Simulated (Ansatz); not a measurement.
Start from WC (space group P-6m2, No. 187; relaxed with 0.1 eV smearing).

```
CELL_PARAMETERS angstrom
      2.91268     0.00000     0.00000
     -1.45634     2.52245     0.00000
      0.00000     0.00000     2.83536
ATOMIC_POSITIONS crystal
  W  0.00000 0.00000 0.00000
  C  0.33333 0.66667 0.50000
```

Cartesian axes are those of the cell as printed.

Computed with r2SCAN (Ansatz, an electronic-structure program, PAW, without spin-orbit coupling).

For the base:

Band gap: zero

The change: uniaxial strain ε_zz = +1.00 %, all other strain components held at zero, atoms relaxed at fixed cell.

Question: Predict the new stress.

Answer: The stress (xx, yy, zz, yz, xz, xy; compression positive) amounts to (-1.7, -1.7, -9.7, 0.0, 0.0, 0.0) GPa.

Question: Estimate the effect on the energy relative to the base.

Answer: The energy grows by 3.2 meV/atom.

Question: What happens to the band gap?

Answer: The band gap is still zero.

Stability against distortions was not tested. All final runs are without spin polarisation.
